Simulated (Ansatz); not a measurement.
The starting structures come from a database of crystals and need not be the phases stable at ambient conditions.

## Evanescent states of Tl$_{5}$Se$_{2}$I (I4/mcm, not sure to be the ambient phase, 16 atoms a cell, 31.9 Å³ an atom) along the normal of (101)

Calculation: r2SCAN (plane waves, PAW; Ansatz, a program for electronic structure).

No gap correction and no spin-orbit coupling; mid-gap values are interpolated between computed energies.

Energies count from the valence-band top; κ is the least over a 4×4 mesh across the current.

```json
[
 {"E (eV)": "0.03", "κ (1/Å)": "0.048", "where": "Γ"},
 {"E (eV)": "0.09", "κ (1/Å)": "0.079", "where": "Γ"},
 {"E (eV)": "0.15", "κ (1/Å)": "0.096", "where": "Γ"},
 {"E (eV)": "0.21", "κ (1/Å)": "0.108", "where": "Γ"},
 {"E (eV)": "0.27", "κ (1/Å)": "0.117", "where": "Γ"},
 {"E (eV)": "0.33", "κ (1/Å)": "0.123", "where": "Γ"},
 {"E (eV)": "0.39", "κ (1/Å)": "0.127", "where": "Γ"},
 {"E (eV)": "0.45", "κ (1/Å)": "0.129", "where": "Γ"},
 {"E (eV)": "0.51", "κ (1/Å)": "0.130", "where": "Γ"},
 {"E (eV)": "0.57", "κ (1/Å)": "0.130", "where": "Γ"},
 {"E (eV)": "0.63", "κ (1/Å)": "0.128", "where": "Γ"},
 {"E (eV)": "0.69", "κ (1/Å)": "0.117", "where": "Γ"},
 {"E (eV)": "0.75", "κ (1/Å)": "0.103", "where": "Γ"},
 {"E (eV)": "0.81", "κ (1/Å)": "0.087", "where": "Γ"},
 {"E (eV)": "0.87", "κ (1/Å)": "0.067", "where": "Γ"},
 {"E (eV)": "0.93", "κ (1/Å)": "0.034", "where": "Γ"}
]
```

How thick must the barrier be to attenuate the transmission by 10^8 when the electrodes' Fermi level lies at 0.69 eV, and what attenuation does that film give at 0.45 eV?

d = 8 ln 10 / (2 × 0.117) = 78.7 Å. At 0.45 eV it gives 8 × 0.129/0.117 = 8.8 decades.
